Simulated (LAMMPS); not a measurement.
LAMMPS input (classical MD, pair style meam, file AlSiMgCuFe.meam):

```
units metal
atom_style atomic
atom_modify map array
boundary p p p
read_data cell.data
pair_style meam
pair_coeff * * library.meam AlS SiS MgS CuS FeS AlSiMgCuFe.meam AlS SiS MgS CuS FeS
mass 1 26.9815
mass 2 28.0850
mass 3 24.3050
mass 4 63.5460
mass 5 55.8450
neighbor 1.5 bin
neigh_modify every 1 delay 0 check yes one 6000 page 200000
timestep 0.002
compute xu all property/atom xu yu zu
thermo_style custom step temp pe etotal enthalpy press vol lx ly lz
thermo_modify norm no flush no
thermo 1000
fix br all box/relax aniso 0 vmax 0.001
min_style cg
minimize 0 0.0001 3000 15000
unfix br
velocity all create 600 10877371 dist gaussian mom yes
fix md0 all npt temp 300 300 0.1 aniso 0 0 1.0 drag 1.0
run 5000
unfix md0
fix md0 all npt temp 300 300 0.1 aniso 0 0 1.0
run 15000
unfix md0
change_box all x final 0 23.92900 y final 0 23.94280 z final 0 23.91321 remap units box
fix md0 all nvt temp 300 300 0.1
run 1500
unfix md0
fix md0 all nvt temp 300 300 1.0
run 15000
unfix md0
fix md0 all nve
run 4000
unfix md0
```

The data file holds Al (fcc) with 10 % of Al sites Cu, 864 atoms, at 300 K and 0 GPa, heated as the crystal.

**Question.** What does the simulation give for the state found, the enthalpy per atom, the first peak of g(r), Al-Cu, the coordination number of Al by Cu?

**Answer.** state found: crystal; no diffusion seen in 30 ps; enthalpy per atom: -3.3915 ± 0.0001 eV; first peak of g(r), Al-Cu: 2.78 Å, height 7.8; coordination number of Al by Cu: 1.20 (counted to 3.38 Å).

Caution: the random arrangement on this lattice is imposed, and need not be a phase that exists in equilibrium.
